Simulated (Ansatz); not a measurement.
Base system: PtTe2 (space group P-3m1, No. 164; a = 4.053 Å, c = 5.097 Å; layered; relaxed with 0.1 eV smearing). Axes: x lies along a and z along c of the hexagonal cell.

All numbers come from PBE-D3(BJ)/PAW in Ansatz (a program for electronic structure), no SOC.

One thing is altered: an isotropic linear strain of +3.00 %; the atoms relax in the strained cell.

Task: Predict the stress tensor and what it implies for the stiffness.

Result: Stress of the strained cell less that of the base (GPa, compression positive):
```
   -6.3     0.0     0.0
    0.0    -6.3     0.0
    0.0     0.0    -3.4
```

Then B = −ΔP/(ΔV/V₀) with ΔV/V₀ = 0.0927 gives secant stiffness values (nonlinear terms included at this strain): B (at held cell shape, above the free-shape value) ≈ 58 GPa.

As a check, the harmonic strain energy −½ V₀ Δσ:ε is 36 meV/atom; the computed energy rise is 41 meV/atom.

No phonon test of stability was made. The final runs are not spin-polarised.
